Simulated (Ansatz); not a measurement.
# Si under a change: uniaxial strain ε_zz = +5.17 %

The parent structure is Si (space group Pm-3n, No. 223; a = 4.8663 Å; a model cell, its experimental status unchecked). Axes: x, y, z lie along the cube axes.

Now apply this change: the cell is stretched by 5.17 % along z with no lateral relaxation, atoms relaxed at fixed cell.

Computed with PBEsol (Ansatz, an electronic-structure program, PAW, no spin-orbit coupling). Settings: 10×10×10 k-points, 0.05 eV Fermi–Dirac smearing.

The volume per atom goes up by 0.74 Å³ (14.41 Å³ → 15.15 Å³) and the space group becomes P4_2/mmc (No. 131) (base: Pm-3n (No. 223)). The shortest interatomic distance shrinks by 0.009 Å (2.433 Å → 2.424 Å) and the energy grows by 17 meV/atom. The pressure (mean of the normal stresses, compression positive) goes from zero to -3.9 GPa and the band gap is still zero. The stress (xx, yy, zz, yz, xz, xy; compression positive) amounts to (-2.5, -2.5, -6.6, 0.0, 0.0, 0.0) GPa (rough).

Final structure:

```yaml
crystal:
  lattice:
    - [4.86633, 0.00000, 0.00000]
    - [0.00000, 4.86633, 0.00000]
    - [0.00000, 0.00000, 5.11792]
  atoms:
    - { symbol: Si, position: [0.24910, 0.00000, 0.50000] }
    - { symbol: Si, position: [0.75090, 0.00000, 0.50000] }
    - { symbol: Si, position: [0.00000, 0.50000, 0.25000] }
    - { symbol: Si, position: [0.00000, 0.50000, 0.75000] }
    - { symbol: Si, position: [0.50000, 0.25090, 0.00000] }
    - { symbol: Si, position: [0.50000, 0.74910, 0.00000] }
    - { symbol: Si, position: [0.00000, 0.00000, 0.00000] }
    - { symbol: Si, position: [0.50000, 0.50000, 0.50000] }
```

Cost of the whole job for the changed cell (relaxation, final SCF and bands): about 90 core-seconds (a rough figure).

Without a gap, meshes like the base's 10×10×10 leave anisotropic stresses uncertain by several tenths of a GPa, and small strain energies with them. Whether these cells are dynamically stable was not tested. This is not the structure that Si has at room temperature and ambient pressure.
